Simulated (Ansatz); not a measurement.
Consider the following.

```yaml
crystal:
  lattice:
    - [2.96561, 0.00000, 0.00000]
    - [0.00000, 2.96561, 0.00000]
    - [1.48280, -1.48280, 2.09700]
  atoms:
    - { symbol: Mg, position: [0.00000, 0.00000, 0.00000] }
    - { symbol: O, position: [0.50000, 0.50000, 0.00000] }
```

Space group of this cell: Fm-3m, rock salt. The cell is taken as given; by r2SCAN its mean pressure is 1.3 GPa.

The current runs along the normal of the first two printed vectors, the (001) plane. All runs by Ansatz (a program for electronic structure), plane waves and PAW, without spin-orbit coupling; the base is r2SCAN.

```json
[
 {"run": "base", "mean pressure (GPa)": "1.3", "gap (eV)": "5.76", "mid-gap κ (1/Å)": "0.376"},
 {"run": "all lengths scaled by 0.98", "mean pressure (GPa)": "13.0", "gap (eV)": "6.41", "mid-gap κ (1/Å)": "0.403"},
 {"run": "all lengths scaled by 1.02", "mean pressure (GPa)": "-7.8", "gap (eV)": "5.17", "mid-gap κ (1/Å)": "0.350"},
 {"run": "lda in place of r2scan", "mean pressure (GPa)": "-4.1", "gap (eV)": "4.78", "mid-gap κ (1/Å)": "0.335"},
 {"run": "lengths across the current scaled by 0.98, ions clamped", "mean pressure (GPa)": "9.0", "gap (eV)": "[?]", "mid-gap κ (1/Å)": "[?]"},
 {"run": "lengths across the current scaled by 1.02, ions clamped", "mean pressure (GPa)": "-4.9", "gap (eV)": "5.35", "mid-gap κ (1/Å)": "0.365"},
 {"run": "lengths along the current scaled by 0.97, ions clamped", "mean pressure (GPa)": "7.2", "gap (eV)": "[?]", "mid-gap κ (1/Å)": "[?]"},
 {"run": "lengths along the current scaled by 1.03, ions clamped", "mean pressure (GPa)": "-3.2", "gap (eV)": "5.42", "mid-gap κ (1/Å)": "0.354"},
 {"run": "pbesol in place of r2scan", "mean pressure (GPa)": "2.3", "gap (eV)": "[?]", "mid-gap κ (1/Å)": "[?]"}
]
```

**Question.** Some entries are withheld; supply them.

**Answer.** 
- lengths across the current scaled by 0.98, ions clamped, gap (eV): 6.16
- lengths across the current scaled by 0.98, ions clamped, mid-gap κ (1/Å): 0.387
- lengths along the current scaled by 0.97, ions clamped, gap (eV): 6.05
- lengths along the current scaled by 0.97, ions clamped, mid-gap κ (1/Å): 0.400
- pbesol in place of r2scan, gap (eV): 4.76
- pbesol in place of r2scan, mid-gap κ (1/Å): 0.332
